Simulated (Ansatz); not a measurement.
The parent structure is Cs in the bcc (W type) structure (space group Im-3m, No. 229; a = 6.0072 Å).

Method: plane-wave PAW DFT at the PBEsol level (Ansatz, a quantum-chemistry and plane-wave program, 420 eV), without spin-orbit coupling.

Before the change:

- Lattice parameter a: 600.7 pm

Now apply this change: cell and atoms relaxed at a pressure of 10 GPa.

What does the calculation give for the lattice parameter a after the change?

The lattice parameter a shrinks by 199.96 pm to 400.8 pm.

Load acts through the strain it causes; cell and atoms are relaxed under it. Stability against distortions was not tested. The final runs are not spin-polarised. Measured, Cs leaves this structure (for fcc) near 2.4 GPa (temperature not stated; as listed in Olga Degtyareva, NATO science for peace and security series. B, Physics and biophysics (2010)).
